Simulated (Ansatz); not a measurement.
The starting structures come from a database of crystals and need not be the phases stable at ambient conditions.

Tunnelling through a barrier is set by its complex band structure: the current falls as exp(−2κd) with the smallest κ.

Data:

```yaml
crystal:
  lattice:
    - [4.90035, 0.00000, 0.00000]
    - [0.00000, 6.93014, 0.00000]
    - [0.00000, 3.46507, 3.46507]
  atoms:
    - { symbol: Ca, position: [0.50000, 0.50000, 0.50000] }
    - { symbol: Ca, position: [0.50000, 0.00000, 0.50000] }
    - { symbol: Ca, position: [0.00000, 0.50000, 0.00000] }
    - { symbol: Bi, position: [0.00000, 0.00000, 0.00000] }
    - { symbol: N, position: [0.50000, 0.50000, 0.00000] }
```

Space group of this cell: Pm-3m, anti-perovskite. The cell is taken as given; by PBEsol its mean pressure is -1.9 GPa.

Transport runs along the normal of the first two printed cell vectors, the (110) plane of the conventional cell.

No gap correction and no spin-orbit coupling; mid-gap values are interpolated between computed energies.

Task: Compute, with PBEsol (Ansatz, an electronic-structure program), the band gap and the smallest decay constant κ at mid-gap.

Result: Gap 0.37 eV on a 10×10×10 mesh; κ = 0.045 1/Å, at the zone centre.
